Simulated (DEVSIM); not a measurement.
Structure: Cr/SiO2/n-Si capacitor, at 300 K.

| layer (left to right) | material | thickness (nm) | Nd (cm⁻³) |
|---|---|---|---|
| 1 | SiO2 | 10.0 | - |
| 2 | Si | 6200 | 8.6e15 |

Metal gate on the left, work function 4.5 eV. Fixed charge at the semiconductor interface 0 cm⁻² (in units of +e); no interface traps.

Constants are typed, rounded textbook-type inputs, not results; the design itself was drawn at random and stands for no fabricated device. Values at 300 K.

```
parameter      SiO2       Si
-------------  ----  -------
gap (eV)          9    1.124
affinity (eV)   0.9     4.05
permittivity    3.9     11.7
Nc (cm⁻³)         -  2.86e19
Nv (cm⁻³)         -   3.1e19
```

Simulated with DEVSIM: 1D Poisson equation in equilibrium, Boltzmann statistics, complete ionisation; no quantum confinement or tunnelling. Metal contacts follow the ideal Schottky-Mott rule: no Fermi-level pinning, no interface dipoles.

Question: Give the band bending (positive: bands bend down) and minority sheet density.

Answer: 
```
Vg (V)  ψs (V)  minority carriers (cm⁻²)
------  ------  ------------------------
-2.1    -0.912                    2.8e12
-1.8    -0.900                    2.2e12
-1.5    -0.885                    1.5e12
-1.2    -0.863                    9.5e11
-0.9    -0.828                    3.8e11
-0.6    -0.709                     6.8e9
-0.3    -0.441                     < 1e8
0       -0.180                     < 1e8
0.3      0.032                     < 1e8
0.6      0.119                     < 1e8
0.9      0.156                     < 1e8
1.2      0.178                     < 1e8
1.5      0.194                     < 1e8
1.8      0.207                     < 1e8
```
